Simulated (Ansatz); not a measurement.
A15 Mo₃Si, treated with BLYP (Ansatz, an electronic-structure program, PAW).

Run with plane-wave cutoff 520 eV, 12×12×12 k mesh, Fermi–Dirac smearing 0.05 eV, no spin polarisation, scalar-relativistic PAW data made under PBE.

Energies at three volumes about the minimum:

```json
[
 {"V (Å³/atom)": "15.060", "E − E_lowest (meV/atom)": "4.35"},
 {"V (Å³/atom)": "15.367", "E − E_lowest (meV/atom)": "0.00"},
 {"V (Å³/atom)": "15.675", "E − E_lowest (meV/atom)": "4.08"}
]
```

Question: Fit a parabola by hand: where is the minimum, what lattice constant follows, and what is the bulk modulus?

Answer: Slopes: (0.00 − 4.35)/(15.367 − 15.060) = -14.169 and (4.08 − 0.00)/(15.675 − 15.367) = 13.247 meV/Å³. Curvature E″ = 2 × (13.247 − (-14.169))/(15.675 − 15.060) = 89.158 meV/Å⁶. From the middle of the first interval, the slope vanishes at V0 = 15.2135 − (-14.169)/89.158 = 15.372 Å³/atom. B = V0 E″ = 15.372 × 89.158 meV/Å³ × 0.1602 GPa per meV/Å³ = 220 GPa. With 8 atoms in the cube, a = (8 × 15.372)^(1/3) = 4.973 Å. The full Birch–Murnaghan fit to all volumes gives V0 = 15.367 Å³/atom and B0 = 220 GPa.

Measured, for comparison: lattice constant a 4.889 Å (temperature not stated, copied from a table, unchecked, not corrected to a static lattice; as tabulated in Dopovidi Akademii Nauk Ukrains'koi RSR, Seriya A: Fiziko-Tekhnichni ta Matematichni Nauki 1970, 553 (1970)).
